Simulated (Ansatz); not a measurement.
Cu, response to strain

Start from Cu in the fcc (Cu type) structure (space group Fm-3m, No. 225; a = 3.5768 Å; relaxed with 0.1 eV smearing). Axes: x, y, z lie along the cube axes.

Strains are applied to the cell and any free atomic positions relax.

Method: r2SCAN (Ansatz, a first-principles code; PAW; 500 eV plane waves; scalar-relativistic without spin-orbit coupling).

Notes on the quantities. energy relative to the base: free energy F; pressure: mean of the normal stresses, compression positive.

| variant | energy relative to the base | volume per atom | pressure |
|---|---|---|---|
| base | 0 meV/atom | 11.44 Å³ | 0.0 GPa |
| uniaxial strain ε_zz = +0.50 % | +0.2 meV/atom | 11.50 Å³ | -0.8 GPa |
| uniaxial strain ε_zz = +1.00 % | +0.7 meV/atom | 11.55 Å³ | -1.6 GPa |
| uniaxial strain ε_zz = +1.50 % | +1.6 meV/atom | 11.61 Å³ | -2.3 GPa |
| uniaxial strain ε_zz = +2.00 % | +2.8 meV/atom | 11.67 Å³ | -3.1 GPa |
| uniaxial strain ε_zz = +2.50 % | ___ | 11.73 Å³ | ___ |
| uniaxial strain ε_zz = +3.00 % | +6.2 meV/atom | 11.78 Å³ | -4.4 GPa |

Some entries are withheld; estimate them.


- uniaxial strain ε_zz = +2.50 %, energy relative to the base: +4.3 meV/atom
- uniaxial strain ε_zz = +2.50 %, pressure: -3.8 GPa

Stability against distortions was not tested. The final runs are not spin-polarised.
